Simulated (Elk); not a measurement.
Worked example: self-consistent single point of BiSbPd2 (P-6m2, 4 atoms in the cell) in Elk.

Level of theory: PBEsol, all-electron FP-LAPW, Elk's shipped species files, APW+lo basis with extra local orbitals in Elk 10.2.4.

The change in words: lattice scaled by 0.98. Reference geometry:
```
CELL_PARAMETERS angstrom
      4.13436     0.00000     0.00000
     -2.06718     3.58046     0.00000
      0.00000     0.00000     5.61679
ATOMIC_POSITIONS crystal
  Sb 0.66667 0.33333 0.00000
  Bi 0.00000 0.00000 0.50000
  Pd 0.33333 0.66667 0.75651
  Pd 0.33333 0.66667 0.24349
```

Reference input (self-consistent single point, DFT, PBEsol, all-electron FP-LAPW, Elk's shipped species files, APW+lo basis with extra local orbitals): xctype = 22; rgkmax = 8; swidth = 0.00367493 Ha; ngridk = 6 6 4; tforce = true; gmaxvr = 18 1/bohr; lmaxapw = 10; lmaxo = 8; nxlo = 2; lorbcnd = true; lradstp = 2; nrmtscf = 2. This run's input differs from it in these lines:

```diff
@@ -46,5 +46,5 @@
 avec
-    7.8128113122    0.0000001318    0.0000000000
-   -3.9064057702    6.7660930055    0.0000000000
-    0.0000000000    0.0000000000   10.6141947995
+    7.6565555746   -0.0000003514    0.0000000000
+   -3.8282774829    6.6307718088    0.0000000000
+    0.0000000000    0.0000000000   10.4019105256
```

Output (repeated stretches shortened):

```
│ Self-consistent loop started │
│ Loop number : 1 │
 total energy                :     -38136.1964130
│ Loop number : 2 │
 total energy                :     -38137.6591849
RMS change in Kohn-Sham potential (target) :   0.2475083185     (  0.1000000000E-05)
Absolute change in total energy (target)   :    1.462771919     (  0.1000000000E-03)
│ Loop number : 3 │
 total energy                :     -38144.4579317
RMS change in Kohn-Sham potential (target) :   0.1821502524     (  0.1000000000E-05)
Absolute change in total energy (target)   :    7.164439794     (  0.1000000000E-03)
│ Loop number : 4 │
   [... lines left out ...]
Absolute change in total energy (target)   :   0.7665370140E-03 (  0.1000000000E-03)
│ Loop number : 16 │
 total energy                :     -38146.0129826
RMS change in Kohn-Sham potential (target) :   0.1772194015E-06 (  0.1000000000E-05)
Absolute change in total energy (target)   :   0.1709517892E-03 (  0.1000000000E-03)
│ Loop number : 17 │
 total energy                :     -38146.0129783
RMS change in Kohn-Sham potential (target) :   0.6863965283E-07 (  0.1000000000E-05)
Absolute change in total energy (target)   :   0.3836027463E-04 (  0.1000000000E-03)
Convergence targets achieved

│ Loop number : 18 │

Energies :
 Fermi                       :     0.374069423725
 total energy                :     -38146.0129711

Density of states at Fermi energy :    55.48859998
 (states/Hartree/unit cell)

Estimated indirect band gap :   0.5855152396E-03
 from k-point      1 to k-point      6
Estimated direct band gap   :   0.7108217002E-02
 at k-point      6

Charges :
 core                        :    160.0000000
 valence                     :    66.00000000
 interstitial                :    7.281049418
 muffin-tins (core leakage)
  species :    1 (Sb)
   atom    1                 :    48.47494474     (  0.2362410952E-02)
  species :    2 (Bi)
   atom    1                 :    80.78751476     (  0.2096998463E-02)
  species :    3 (Pd)
   [... lines left out ...]
   total force               :     0.00000000    0.00000000   -0.00206049
   total magnitude           :     0.00206049
  atom :    2
   Hellmann-Feynman          :    -0.00000000   -0.00000000   -0.08393977
   IBS                       :     0.00000000    0.00000000    0.08600026
   total force               :     0.00000000    0.00000000    0.00206049
   total magnitude           :     0.00206049
```

The run converged in 18 iterations. The count includes the last loop, which Elk runs after its targets are met. Against the reference run the free energy rises by 48.2 meV/atom.

The starting cell comes from a database of computed structures (which also holds hypothetical and non-ambient phases and stackings), without a prior relaxation at this level. Its lattice was rescaled by a random factor within 2.5 % of one. For this run, on top of that: lattice scaled by 0.98. Spin-orbit coupling is off. Spin polarisation is off. Values depend on the basis (sphere radii, cutoffs, local orbitals), which need not be converged. The log's line on a gap gives a spacing of levels on this mesh, which the program prints for metals too.

Cost on one core of a shared machine: roughly 3 min.
